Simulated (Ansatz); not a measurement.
Worked example: relaxation of cell and atoms of HgTe (Cmcm, 4 atoms in the cell) in Ansatz (a quantum-chemistry and plane-wave program).

Method: PBEsol, default PAW files made with PBE (plane waves; Ansatz).

The change in words: atoms on their sites; basis.ecutwfc: 420 eV → 250 eV; relax: default → cell and atoms. Reference geometry:
```yaml
crystal:
  lattice:
    - [2.98354, -3.45653, 0.00000]
    - [2.98354, 3.45653, 0.00000]
    - [0.00000, 0.00000, 5.78077]
  atoms:
    - { symbol: Hg, position: [0.34305, 0.65695, 0.75865] }
    - { symbol: Hg, position: [0.65695, 0.34305, 0.25000] }
    - { symbol: Te, position: [0.78481, 0.21519, 0.75000] }
    - { symbol: Te, position: [0.21519, 0.78481, 0.25000] }
```

Reference input (self-consistent single point, DFT, PBEsol, plane waves, default PAW files made with PBE): basis.ecutwfc = 420 eV; kpoints.mp_grid.grid = 4 4 3; hamiltonian.xc = pbesol; hamiltonian.pseudopotentials = {kind: paw} (the program's default PAW files); scf.occupations.method = gaussian; scf.occupations.width = 0.1 eV. This run's input differs from it in these lines:

Ansatz 0.2 input:
```diff
@@ -7,3 +7,3 @@
   atoms:
-    - { symbol: Hg, position_ang: [2.983542, 1.085004, 4.385572] }
+    - { symbol: Hg, position_ang: [2.983542, 1.085004, 4.335574] }
     - { symbol: Hg, position_ang: [2.983542, -1.085004, 1.445191] }
@@ -12,3 +12,3 @@
 basis:
-  ecutwfc: 420.0
+  ecutwfc: 250.0
 kpoints:
@@ -20,2 +20,4 @@
   occupations: { method: gaussian, width: 0.1 }
+relax:
+  cell: {}
 output:
```

Output, abridged:

```
   [... SCF lines of the steps left out ...]
relax step   1: F+E_penalty+E_count = -41134.61434501 eV  Δ(F+E_penalty+E_count) = +0.000e0 eV  max|allowed force component| = 1.105e-1 eV/Å  Δτ_max = 0.0000 Å  P = -2.068 GPa  Ω = 119.231 Å³  (7 SCF iters, dr2 threshold 1.00e-7 eV, accepted)
relax step   2: F+E_penalty+E_count = -41136.92927769 eV  Δ(F+E_penalty+E_count) = -2.315e0 eV  max|allowed force component| = 1.017e-1 eV/Å  Δτ_max = 0.1433 Å  P = +21.909 GPa  Ω = 109.238 Å³  energy of the carried Pulay correction = +2.941e0 eV  [...]
   [... lines left out ...]
relax step 119: F+E_penalty+E_count = -41134.70627370 eV  Δ(F+E_penalty+E_count) = +5.921e-3 eV  max|allowed force component| = 2.763e-4 eV/Å  Δτ_max = 0.0001 Å  P = -0.015 GPa  Ω = 108.930 Å³  energy of the carried Pulay correction = -6.528e-3 eV  [...]
relax step 120: F+E_penalty+E_count = -41134.70723184 eV  Δ(F+E_penalty+E_count) = -9.581e-4 eV  max|allowed force component| = 1.976e-3 eV/Å  Δτ_max = 0.0000 Å  P = +0.022 GPa  Ω = 108.930 Å³  stress off target by 3.44e-1 GPa  SCF on the basis [...]
basis re-selected at this cell: Δ(F+E_penalty+E_count) = -9.581e-4 eV, ΔP = +0.037 GPa vs the last step
   [... lines left out ...]
Free energy (F): -41134.707232 eV
Fermi energy:    11.932822 eV
Error: variable-cell relaxation did not converge after 120 `relax_step` rows, as none of its last 35 fresh-basis SCF(s) at a relaxed cell met both thresholds with a finite energy. The last misses `relax.cell.stress_tol`: largest allowed force component 1.98e-3 eV/Å (`relax.f_tol` 1.00e-2 eV/Å), stress off the target on the free part of the cell 3.44e-1 GPa (`relax.cell.stress_tol` 5.00e-2 GPa), F+E_penalty+E_count -41134.70723184 eV. The closest is row 101, whose structure comes with this error. Larger ratio of force or stress to its threshold at each such SCF whose figures are numbers: 64.368, 60.125, 48.466, 36.670, 26.992, 21.296, 21.637, 19.686, 17.792, 14.777, 14.854, 14.338, [...]
   [... lines left out ...]
to start a new deck from the relaxed geometry:
  cell:  # Å, volume = 108.8854 Å³
    - [2.980147696357869, -3.3730754308592648, 0.0]
    - [2.980147696357869, 3.3730754308592648, 0.0]
    - [0.0, 0.0, 5.415965257975273]
  atoms:
    - { symbol: Hg, position: [0.36543768916809316, 0.6345623108319071, 0.7499999135062725] }
    - { symbol: Hg, position: [0.6345623108319071, 0.36543768916809316, 0.24999991350627235] }
    - { symbol: Te, position: [0.8215569223710144, 0.17844307762898587, 0.7499999135062725] }
    - { symbol: Te, position: [0.17844307762898587, 0.8215569223710144, 0.24999991350627235] }
```

The relaxation ended unconverged. 

The starting cell comes from a database of computed structures (which also holds hypothetical and non-ambient phases and stackings), without a prior relaxation at this level. Its lattice was rescaled by up to half a per cent. The cutoff lies below the one recommended for these files.

Cost on one core of a shared machine: roughly 2 min.
